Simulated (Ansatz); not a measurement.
**ZnS: pressure series**

Take ZnS in the zinc blende structure (space group F-43m, No. 216) as the base.

```yaml
crystal:
  lattice:
    - [0.00000, 2.67833, 2.67833]
    - [2.67833, 0.00000, 2.67833]
    - [2.67833, 2.67833, 0.00000]
  atoms:
    - { symbol: S, position: [0.75000, 0.75000, 0.75000] }
    - { symbol: Zn, position: [0.00000, 0.00000, 0.00000] }
```

Cell and atoms are relaxed at each pressure.

All numbers come from PBEsol (Ansatz, an electronic-structure program, PAW, without spin-orbit coupling).

Two rows of this table had their results exchanged by mistake.

```tsv
pressure	volume per atom (Å³)	shortest distance (Å)	band gap
pressure −2 GPa	19.73	2.340	1.97 eV
pressure −1 GPa	19.46	2.329	2.03 eV
pressure 1.8 GPa	18.80	2.303	2.18 eV
pressure 4.2 GPa	18.31	2.283	2.29 eV
pressure 9 GPa	14.29	2.102	2.32 eV
pressure 18 GPa	16.37	2.199	2.75 eV
pressure 30 GPa	15.28	2.149	2.54 eV
pressure 45 GPa	17.51	2.249	2.49 eV
pressure 60 GPa	13.54	2.064	2.14 eV
```

Q: Which two?

A: The rows for pressure 9 GPa and pressure 45 GPa: the volume has to fall steadily with pressure, so 17.51 Å³ belongs to pressure 9 GPa and 14.29 Å³ to pressure 45 GPa.

Load acts through the strain it causes; cell and atoms are relaxed under it. Stability against distortions was not tested. Measured, ZnS leaves this structure (for rock salt) near 14.7 GPa (temperature not stated; as listed in Datta, Sujoy, Jana, Debnarayan, arXiv (2020)), on rising pressure, with hysteresis.
